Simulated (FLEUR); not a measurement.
# Equation of state of CuAu-type CuAu (space group 123): energy against volume (FLEUR, LDA)

```xyz
2
Lattice="2.6911 0.0000 0.0000 0.0000 2.6911 0.0000 0.0000 0.0000 3.5273" Properties=species:S:1:pos:R:3 pbc="T T T"
Cu     0.0000     0.0000     0.0000
Au     1.3456     1.3456     1.7636
```

Level of theory: FLEUR with LDA (Vosko-Wilk-Nusair), all-electron FLAPW (FLEUR), scalar-relativistic valence. Settings: Kmax = 3.88 1/bohr; GmaxXC = 13.6 1/bohr; xcFunctional = vwn; jspins = 1; l_soc = F; mode = hist; fermiSmearingEnergy = 0.00183747 Htr; mesh (inpgen div1-3) = 21 21 16; inpgen gamma flag = true; Gmax = 13.6 1/bohr; numbands = 0; maxIterBroyd = 25; imix = Anderson; alpha = 0.05; precondParam = 0; minDistance = 1e-05 me/bohr^3. The cell above is the first row's. The rows scale it uniformly. In all rows fractional positions and the k mesh are held. E is the free energy at the stated smearing, counted from the lowest row.

| V (Å^3/atom) | E (meV/atom) |
|---|---|
| 12.772 | 50.30 |
| 13.050 | 24.65 |
| 13.328 | 8.52 |
| 13.605 | 0.64 |
| 13.883 | 0.00 |
| 14.161 | 5.75 |
| 14.438 | 17.10 |
| 14.716 | 33.32 |
| 14.994 | ? |

Problem. Using the third-order Birch-Murnaghan form, a cubic in V^(-2/3), estimate the missing E at V = 14.994 from the other rows, showing the fit.

Solution. With u = V^(-2/3) - 0.174, the rows have u = 0.009018, 0.006410, 0.003892, 0.001469, -0.000881, -0.003154, -0.005347, -0.007477. Least squares gives E = -0.552 - 97.88·u + 612461·u² + 2617866·u³. Residuals (row less fit): 0.007, -0.025, 0.021, 0.006, -0.008, -0.017, 0.018, -0.006; standard error 0.022 (degrees of freedom: 4). Its minimum lies at u = 0.000080, so V0 = (0.174080)^(-3/2) = 13.77. There d²E/du² = 1226000 and d³E/du³ = 1.571e7, so B0 = (4/9) × 13.77^(-7/3) × 1226000 × 0.160218 = 192 GPa (the last factor turns the table's units into GPa), and B0' = 4 + (2/3) × 0.174080 × (1.571e7)/1226000 = 5.5. At the withheld row, u = -0.009542, so E = -0.552 - 97.88 × (-0.009542) + 612461 × (-0.009542)² + 2617866 × (-0.009542)³ = 53.872 meV/atom. The calculation gives 53.79 meV/atom, 0.082 meV/atom below the prediction (0.2 % of the range of E in the table). The row lies outside the fitted rows, so this is an extrapolation. From the scatter of the fitted rows alone, a prediction at this place has a standard error of 0.052 meV/atom, so the miss is 1.6 times that.

Carrying the step between the two nearest rows on in a straight line would have given 49.54, off by 4.25; series whose last step already gives the withheld value aren't shown. The scan was laid around a cell of about the measured size, scaled by a guess for this functional; axis ratios and inner coordinates come from that cell. The runs keep the symmetry of the cell, so they don't test it for distortions. Spin polarisation is off. Values depend on the basis (sphere radii, cutoffs, local orbitals), which need not be converged. Spin-orbit coupling is off. The shape of the cell and the inner coordinates aren't relaxed, so V0 and B0 belong to this uniform scaling; a relaxed crystal lies no higher in energy and is usually softer. Cutoffs and mesh are single choices, not tested for convergence of this quantity. Series with a scatter that would blur these digits, or in which a gap closes, are not shown. Nor are scans whose minimum lies at an end fitted in this form.
